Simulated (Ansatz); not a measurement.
Effect of 5 layers on BP

Base system: BP in the zinc blende structure (space group F-43m, No. 216; a = 4.536 Å). Axes: x, y, z lie along the cube axes.

One thing is altered: a free-standing slab of 5 layers (10 atoms, 2 a layer) is cut normal to [110], with 15 Å of vacuum and the in-plane cell held at bulk.

Calculations: Ansatz (a program for electronic structure) r2SCAN, no spin-orbit coupling, earlier PAW set. Settings: 10×7×1 k-points, 0.05 eV Fermi–Dirac smearing, for the changed cell.

```json
[
 {"quantity": "layer's space group (with vacuum)", "base": "–", "changed": "Pmm2 (No. 25)", "shift": "–"},
 {"quantity": "band gap", "base": "1.41 eV", "changed": "0.78 eV", "shift": "-0.63 eV"},
 {"quantity": "gap character", "base": "–", "changed": "indirect, Γ → X–U (20 % along)", "shift": "–"},
 {"quantity": "smallest direct gap", "base": "3.60 eV", "changed": "1.40 eV", "shift": "-2.20 eV"},
 {"quantity": "valence-band top at Γ (three highest levels, from the VBM)", "base": "0.00, 0.00, 0.00 eV", "changed": "0.00, -0.05, -0.59 eV", "shift": "–"},
 {"quantity": "excess energy per area of both faces (slab less bulk energy over the cell's area: twice a surface energy)", "base": "–", "changed": "4.22 J/m²", "shift": "–"},
 {"quantity": "thickness between the outermost nuclei", "base": "–", "changed": "6.70 Å", "shift": "–"},
 {"quantity": "change of the spacing d12 from its bulk value of 1.604 Å", "base": "–", "changed": "-6.8 %", "shift": "–"},
 {"quantity": "change of the spacing d23 from its bulk value of 1.604 Å", "base": "–", "changed": "+0.8 %", "shift": "–"}
]
```

Final structure:

```xyz
10
Lattice="3.2077 0.0000 0.0000 0.0000 4.5364 0.0000 0.0000 0.0000 21.4154" Properties=species:S:1:pos:R:3 pbc="T T T"
P      2.4058     2.2709     7.3562
B      0.8019     1.3302     7.8364
P      4.0096     4.4504     9.0951
B      2.4058     3.3425     9.0881
P      5.6135     6.7503    10.7077
B      4.0096     5.6186    10.7077
P      7.2174     8.9868    12.3203
B      5.6135     7.8789    12.3274
P      8.8212    11.3437    14.0592
B      7.2174    10.4030    13.5790
```

Cost of the whole job for the changed cell (relaxation, final SCF and bands): roughly 7 core-minutes.

Slab and bulk use different k-meshes, which limits the precision of the excess energy. Stability against distortions was not tested. Labels are those of the standard path for the cell's own space group.
